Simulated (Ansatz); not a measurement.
**Hypothetical zinc blende PtTe under a change: Pt → Pd**

Start from PtTe in the zinc blende structure (space group F-43m, No. 216; a = 5.9766 Å; a hypothetical phase, not in the database extracts checked).

Perturbation: Pd takes the place of Pt on all its sites; the structure is relaxed again.

Calculations: Kohn–Sham DFT with the r2SCAN functional, run in Ansatz (a quantum-chemistry and plane-wave program) with PAW and 500 eV plane waves, scalar-relativistic without spin-orbit coupling. Settings: 13×13×13 k-points, 0.05 eV Fermi–Dirac smearing, for the changed cell.

The volume per atom increases by 0.27 Å³, from 26.69 Å³ to 26.96 Å³ and the density drops by 2.83 g/cm³ to 7.21 g/cm³. The lattice parameter a increases by 2.0 pm (597.7 pm → 599.7 pm) and the shortest interatomic distance grows by 0.9 pm (258.8 pm → 259.7 pm). The band gap remains zero.

Cost of the whole job for the changed cell (relaxation, final SCF and bands): about 90 core-seconds (a rough figure).

Stability against distortions was not tested. As relaxed here, PdTe is a hypothetical phase, not in the database extracts checked. All final runs are without spin polarisation.
